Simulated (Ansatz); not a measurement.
MgB2: isotropic strain +1.50 %

Start from MgB2 (space group P6/mmm, No. 191; a = 3.0753 Å, c = 3.5248 Å; relaxed with 0.1 eV smearing).

One thing is altered: every lattice vector is stretched by 1.50 %; the atoms relax in the strained cell.

Level of theory: PBE (Ansatz, an electronic-structure program; PAW; 420 eV plane waves; without spin-orbit coupling). Γ-centred 22×22×16 mesh, Fermi–Dirac width 0.1 eV.

| quantity | base | changed | shift |
|---|---|---|---|
| space group | P6/mmm (No. 191) | P6/mmm (No. 191) | – |
| shortest interatomic distance | 1.776 Å | 1.802 Å | +0.0266 Å |
| energy relative to the base (free energy F) | 0 meV/atom | +8.9 meV/atom | +8.9 meV/atom |
| pressure (mean of the normal stresses, compression positive) | 0.0 GPa | -6.3 GPa | -6.3 GPa |
| band gap | zero | zero | – |

Final structure:

```yaml
crystal:
  lattice:
    - [3.12143, 0.00000, 0.00000]
    - [-1.56072, 2.70324, 0.00000]
    - [0.00000, 0.00000, 3.57770]
  atoms:
    - { symbol: Mg, position: [0.00000, 0.00000, 0.00000] }
    - { symbol: B, position: [0.66667, 0.33333, 0.50000] }
    - { symbol: B, position: [0.33333, 0.66667, 0.50000] }
```

Whether these cells are dynamically stable was not tested. All final runs are without spin polarisation.
